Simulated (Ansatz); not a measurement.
## Cs2SnI6 under a change: isotropic strain −0.24 %

Start from Cs₂SnI₆ (space group Fm-3m, No. 225; a = 11.550 Å).

Now apply this change: every lattice vector is shortened by 0.24 %; the atoms relax in the strained cell.

Computed with PBEsol (Ansatz, a first-principles code; PAW; 420 eV plane waves; no spin-orbit coupling). Settings: 7×7×7 k-points, 0.05 eV Fermi–Dirac smearing.

| quantity | base | changed | shift |
|---|---|---|---|
| volume per atom | 42.80 Å³ | 42.50 Å³ | -0.307 Å³ |
| space group | Fm-3m (No. 225) | Fm-3m (No. 225) | – |
| shortest interatomic distance | 2.870 Å | 2.868 Å | -0.002 Å |
| energy relative to the base (free energy F) | 0 meV/atom | +0.1 meV/atom | +0.1 meV/atom |
| pressure | 0.0 GPa | 0.1 GPa | +0.1 GPa |
| band gap | zero | zero | – |

Final structure:

```
Cs2SnI6
1.0
    0.00000     5.76126     5.76126
    5.76126     0.00000     5.76126
    5.76126     5.76126     0.00000
Cs Sn I
2 1 6
Direct
  0.25000   0.25000   0.25000
  0.75000   0.75000   0.75000
  0.00000   0.00000   0.00000
  0.75107   0.24893   0.24893
  0.24893   0.75107   0.75107
  0.24893   0.75107   0.24893
  0.75107   0.24893   0.75107
  0.24893   0.24893   0.75107
  0.75107   0.75107   0.24893
```

Spin-orbit coupling, missing from the scalar runs, can matter with I. No phonon test of stability was made. The final runs are not spin-polarised. A zero or small gap of Cs2SnI6 can be the functional's error rather than a property of the material.
